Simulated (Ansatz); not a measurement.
YSiO (model structure, started from the ZrSiS type, P4/nmm, No. 129, 6 atoms in the cell), treated with PBE (Ansatz, a first-principles code, plane waves, PAW).

Settings: plane-wave cutoff 520 eV, 16×16×8 k mesh (along the axes of the cell as run), Fermi–Dirac smearing 0.05 eV, scalar-relativistic PAW data made under PBE.

Cell (relaxed at this level):

```cif
data_O2Si2Y2
_chemical_formula_sum 'Y2 Si2 O2'
_space_group_name_H-M_alt 'P4/nmm :1'
_space_group_IT_number 129
_space_group_name_Hall 'P 4ab 2ab -1ab'
_cell_length_a 3.38166
_cell_length_b 3.38166
_cell_length_c 8.06515
_cell_angle_alpha 90.000
_cell_angle_beta 90.000
_cell_angle_gamma 90.000
loop_
_space_group_symop_operation_xyz
  'x, y, z'
  '-y+1/2, x+1/2, z'
  '-x, -y, z'
  'y+1/2, -x+1/2, z'
  'x+1/2, -y+1/2, -z'
  '-y, -x, -z'
  '-x+1/2, y+1/2, -z'
  'y, x, -z'
  '-x+1/2, -y+1/2, -z'
  'y, -x, -z'
  'x+1/2, y+1/2, -z'
  '-y, x, -z'
  '-x, y, z'
  'y+1/2, x+1/2, z'
  'x, -y, z'
  '-y+1/2, -x+1/2, z'
loop_
_atom_site_label
_atom_site_type_symbol
_atom_site_symmetry_multiplicity
_atom_site_Wyckoff_symbol
_atom_site_fract_x
_atom_site_fract_y
_atom_site_fract_z
_atom_site_occupancy
Y1 Y 2 c 0.50000 0.00000 0.32738 1
Si1 Si 2 a 0.00000 0.00000 0.00000 1
O1 O 2 c 0.00000 0.50000 0.38751 1
```

Task: Estimate the bulk modulus that the calculation returns.

Result: 
- bulk modulus = 122 GPa

The run finds no gap.

Note: the bulk modulus is −V dP/dV from two relaxed cells at ±2 % in volume; the relaxation could raise the start's symmetry but not lower it, so the cell can be a saddle point.

It cost about 11 core-minutes (a rough figure) of CPU time.

A model structure was made by putting elements into a prototype or built by hand; it is no filed structure, need not be a known phase, and can be a saddle point held by its symmetry.
